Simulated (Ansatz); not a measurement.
# ZnS with two functionals

Start from ZnS in the zinc blende structure (space group F-43m, No. 216; a = 5.4434 Å).

(Cell as relaxed with PBE.)

Levels (all Ansatz, a program for electronic structure, PAW): PBE (420 eV, no SOC); r2SCAN (500 eV, without spin-orbit coupling).

Each level relaxes its own structure.

| quantity | PBE | r2SCAN |
|---|---|---|
| volume per atom | 20.16 Å³ | 19.56 Å³ |
| lattice parameter a | 10.287 bohr | 10.184 bohr |
| band gap | 2.02 eV | 2.70 eV |
| gap character | direct at Γ | direct at Γ |
| electron mass | 0.17 mₑ | 0.19 mₑ |
| hole mass (degenerate bands, along [100]) | 0.18, 0.72, 0.72 mₑ | 0.21, 0.68, 0.68 mₑ |

PBE's volume per atom lies 0.60 Å³ above r2SCAN's (3.1 %); PBE's lattice parameter a lies 0.103 bohr above r2SCAN's (1.0 %); PBE's band gap lies 0.688 eV below r2SCAN's; the two agree on the gap character. Neither level is exact; r2SCAN is the comparison here, not a measurement.

Effective masses come from finite differences of ±0.01 Å⁻¹. Whether these cells are dynamically stable was not tested.
